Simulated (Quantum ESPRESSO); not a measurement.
Quantum ESPRESSO is run on FeRu2 (Fd-3m, 6 atoms in the cell), and the run fails. The aim is a self-consistent single point with DFT, PBE, plane waves, PSlibrary PAW (PBE) pseudopotentials.

Cell that was meant: a = 5.1307 Å, b = 5.1307 Å, c = 5.1307 Å, α = 60.00°, β = 60.00°, γ = 60.00°.

Part of the input:

```fortran
    mixing_beta = 0.3
/
ATOMIC_SPECIES
Ru   101.0700  ru_lda_v1.2.uspp.F.UPF
Fe    55.8450  Fe.pbe-n-kjpaw_psl.1.0.0.UPF
ATOMIC_POSITIONS alat
Ru    0.1767766953    0.1767766953    0.1767766953
```

Output, abridged:

```
     file Fe.pbe-n-kjpaw_psl.1.0.0.UPF: wavefunction(s)  4S 4P 3D renormalized
           4           1

 %%%%%%%%%%%%%%%%%%%%%%%%%%%%%%%%%%%%%%%%%%%%%%%%%%%%%%%%%%%%%%%%%%%%%%%%%%%%%%
     Error in routine set_dft_from_name (3):
      conflicting values for icorr
 %%%%%%%%%%%%%%%%%%%%%%%%%%%%%%%%%%%%%%%%%%%%%%%%%%%%%%%%%%%%%%%%%%%%%%%%%%%%%%

     stopping ...
```

### Question
From the messages shown, name the fault and mend the input.

### Answer
The fault is potentials made for another functional; here the program stops on it instead of giving results. To fix it, use potentials made for the functional of the run. The program stopped before any SCF iteration.

The sound input it was made from differs as follows (other fixes are possible):
```diff
-Ru   101.0700  ru_lda_v1.2.uspp.F.UPF
+Ru   101.0700  Ru.pbe-spn-kjpaw_psl.1.0.0.UPF
```

With that input, the run converged in 27 iterations: free energy E − TS -27346.5575 eV; Fermi level (on the code's own zero) 16.10 eV; pressure -12.81 GPa; size of the cell's spin moment 8.01 μB; site moments (μB, in the program's spheres or projections) Ru 0.42, Ru 0.42, Ru 0.42, Ru 0.42, Fe 3.23, Fe 3.23 (DFT, PBE, plane waves, PSlibrary PAW (PBE) pseudopotentials).

On the sound input: the starting cell was generated: these elements placed on a structure prototype, without a prior relaxation; it need not be a known phase or ordering of this composition. The magnetic order is the one reached from the typed start; others were not searched systematically. With a pressure of about -13 GPa the cell is away from its equilibrium volume at this level.
